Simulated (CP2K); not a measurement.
A working CP2K input for BaCu₂S₂ (Pnma, 20 atoms in the cell) (DFT PBEsol, GPW, DZVP-MOLOPT-SR-GTH basis, GTH-PBE potentials (GTH_POTENTIALS)):

```
&GLOBAL
  PROJECT ba(cus)2
  RUN_TYPE ENERGY_FORCE
  PRINT_LEVEL MEDIUM
&END GLOBAL
&FORCE_EVAL
  METHOD Quickstep
  STRESS_TENSOR ANALYTICAL
  &DFT
    BASIS_SET_FILE_NAME BASIS_MOLOPT
    POTENTIAL_FILE_NAME GTH_POTENTIALS
    &QS
      METHOD GPW
      EPS_DEFAULT 1E-10
    &END QS
    &MGRID
      CUTOFF 600
      REL_CUTOFF 50
      NGRIDS 5
    &END MGRID
    &SCF
      SCF_GUESS ATOMIC
      EPS_SCF 1E-7
      MAX_SCF 100
      ADDED_MOS 28
      &DIAGONALIZATION
        ALGORITHM STANDARD
      &END DIAGONALIZATION
      &MIXING
        METHOD BROYDEN_MIXING
        ALPHA 0.3
        NBUFFER 12
      &END MIXING
    &END SCF
    &KPOINTS
      SCHEME MACDONALD 3 5 2 0 0 0.25
    &END KPOINTS
    &XC
      &XC_FUNCTIONAL
        &PBE
          PARAMETRIZATION PBESOL
        &END PBE
      &END XC_FUNCTIONAL
    &END XC
    &PRINT
      &MO
        EIGENVALUES T
        OCCUPATION_NUMBERS T
        NDIGITS 8
        FILENAME mo
        &EACH
          QS_SCF 0
        &END EACH
        ADD_LAST NUMERIC
      &END MO
      &MULLIKEN ON
      &END MULLIKEN
    &END PRINT
  &END DFT
  &SUBSYS
    &CELL
      ABC 9.24483000 4.03983000 10.38928000
      ALPHA_BETA_GAMMA 90.00000000 90.00000000 90.00000000
      PERIODIC XYZ
    &END CELL
    &COORD
      Ba       7.02884425     3.02987250     1.82695489
      Ba       2.21598575     1.00995750     8.56232511
      Ba       6.83840075     1.00995750     7.02159489
      Ba       2.40642925     3.02987250     3.36768511
      Cu       5.39833358     1.00995750     9.94856674
      Cu       3.84649642     3.02987250     0.44071326
      Cu       8.46891142     3.02987250     4.75392674
      Cu       0.77591858     1.00995750     5.63535326
      Cu       0.51789538     1.00995750     1.18489738
      Cu       8.72693462     3.02987250     9.20438262
      Cu       4.10451962     3.02987250     6.37953738
      Cu       5.14031038     1.00995750     4.00974262
      S        6.06201993     3.02987250     4.76234206
      S        3.18281007     1.00995750     5.62693794
      S        7.80522507     1.00995750     9.95698206
      S        1.43960493     3.02987250     0.43229794
      S        4.44593120     1.00995750     1.72711391
      S        4.79889880     3.02987250     8.66216609
      S        0.17648380     3.02987250     6.92175391
      S        9.06834620     1.00995750     3.46752609
    &END COORD
    &KIND Ba
      BASIS_SET DZVP-MOLOPT-SR-GTH-q10
      POTENTIAL GTH-PBE-q10
    &END KIND
    &KIND Cu
      BASIS_SET DZVP-MOLOPT-SR-GTH-q11
      POTENTIAL GTH-PBE-q11
    &END KIND
    &KIND S
      BASIS_SET DZVP-MOLOPT-SR-GTH-q6
      POTENTIAL GTH-PBE-q6
    &END KIND
  &END SUBSYS
  &PRINT
    &FORCES ON
    &END FORCES
    &STRESS_TENSOR ON
    &END STRESS_TENSOR
  &END PRINT
&END FORCE_EVAL
```

The run converged in 17 iterations: free energy E − TS -15454.2930 eV; top of the valence band (on the code's own zero) 7.15 eV; gap on the k-point mesh 0.84 eV; pressure -1.85 GPa; largest force (vector length) 0.047 eV/Å. Each of these slips is then made, one at a time:

(1)
```diff
+    &POISSON
+      PERIODIC NONE
+      POISSON_SOLVER MT
+    &END POISSON
```

(2)
```diff
-  RUN_TYPE ENERGY_FORCE
+  RUNTYPE ENERGY_FORCE
```

Task: What happens in each case?

Result: 
(1) A Poisson solver that does not fit the cell's periodicity. The run converged in 21 iterations without an error; against the sound input the free energy drops by 8.77 eV/atom, the pressure goes from -1.85 to -706.7 GPa, the largest force goes from 0.047 to 7.915 eV/Å and the gap on the mesh goes from 0.837 to 0.371 eV. The full log also holds: “WARNING in pw_env_methods.F:755 :: The selected periodicities in the  sections &CELL and &POISSON do not match”.

(2) A keyword that the program does not know. The program stopped before any SCF iteration, with the message: found an unknown keyword RUNTYPE in section GLOBAL input/input_parsing.F:253.

The starting cell comes from a database of computed structures (which also holds hypothetical and non-ambient phases and stackings), without a prior relaxation at this level. Values carry the incompleteness of an atom-centred basis. The potentials were made for another functional than the one used.

Left out of this page: 4 runs of the series outside the window shown, repeating another row's setting, or not comparable; 1 run of the series stopped by limits of time or memory.
